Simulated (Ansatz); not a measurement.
Take GeS$_{2}$ in the 2H-MoS2 type structure (space group P6_3/mmc, No. 194; a hypothetical phase, not in the database extracts checked; layered, stacked along the Cartesian z axis) as the base.

```xyz
6
Lattice="3.4275 0.0000 0.0000 -1.7138 2.9683 0.0000 0.0000 0.0000 10.6216" Properties=species:S:1:pos:R:3 pbc="T T T"
Ge     0.0000     1.9789     2.6554
Ge     1.7138     0.9894     7.9662
S      0.0000     1.9789     6.4356
S      1.7138     0.9894     1.1247
S      1.7138     0.9894     4.1861
S      0.0000     1.9789     9.4969
```

The values are results of Ansatz (a first-principles code), PBE-D3(BJ), PAW, cutoff 420 eV, no SOC, earlier PAW set, not measurements.

Before the change:

```
Item        Value
--------  -------
Pressure  0.0 GPa
Band gap     zero
```

One thing is altered: the cell is scaled by 1.0235 in all directions, atoms relaxed at fixed cell.

Task: Predict the new energy relative to the base, pressure, largest internal atomic displacement and band gap.

Result: The energy rises by 18 meV/atom; the pressure (mean of the normal stresses, compression positive) goes from zero to -4.0 GPa; the largest internal atomic displacement amounts to 0.032 Å; the band gap remains zero.

The cells carry an imposed strain or load. No phonon test of stability was made. The final runs are not spin-polarised.
